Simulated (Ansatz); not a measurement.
**CuAu, response to strain**

Take CuAu (space group P4/mmm, No. 123; a = 2.813 Å, c = 3.593 Å; relaxed with 0.1 eV smearing) as the base. Axes: x, y, z lie along a, b, c of the conventional cell.

Strains are applied to the cell and any free atomic positions relax.

The values are results of Kohn–Sham DFT with the PBEsol functional, run in Ansatz (a quantum-chemistry and plane-wave program) with PAW and 420 eV plane waves, without spin-orbit coupling, not measurements.

Notes on the quantities. pressure: mean of the normal stresses, compression positive; energy relative to the base: free energy F.

```
case                              pressure  shortest interatomic distance  energy relative to the base
------------------------------  ----------  -----------------------------  ---------------------------
base                               0.0 GPa                        2.680 Å                   0 meV/atom
uniaxial strain ε_xx = −3.00 %  (withheld)                     (withheld)                   (withheld)
uniaxial strain ε_xx = −2.50 %     4.8 GPa                        2.662 Å                +6.5 meV/atom
uniaxial strain ε_xx = −2.00 %     3.7 GPa                        2.666 Å                +4.1 meV/atom
uniaxial strain ε_xx = −1.00 %     1.8 GPa                        2.673 Å                +1.0 meV/atom
uniaxial strain ε_xx = +0.50 %    -0.8 GPa                        2.684 Å                +0.2 meV/atom
uniaxial strain ε_xx = +1.00 %    -1.7 GPa                        2.688 Å                +0.9 meV/atom
uniaxial strain ε_xx = +1.50 %    -2.4 GPa                        2.691 Å                +2.0 meV/atom
uniaxial strain ε_xx = +2.50 %    -3.9 GPa                        2.699 Å                +5.3 meV/atom
uniaxial strain ε_xx = +3.00 %    -4.6 GPa                        2.703 Å                +7.4 meV/atom
```

What belongs in the blanks?


- uniaxial strain ε_xx = −3.00 %, pressure: 5.9 GPa
- uniaxial strain ε_xx = −3.00 %, shortest interatomic distance: 2.658 Å
- uniaxial strain ε_xx = −3.00 %, energy relative to the base: +9.6 meV/atom

Whether these cells are dynamically stable was not tested. All final runs are without spin polarisation.
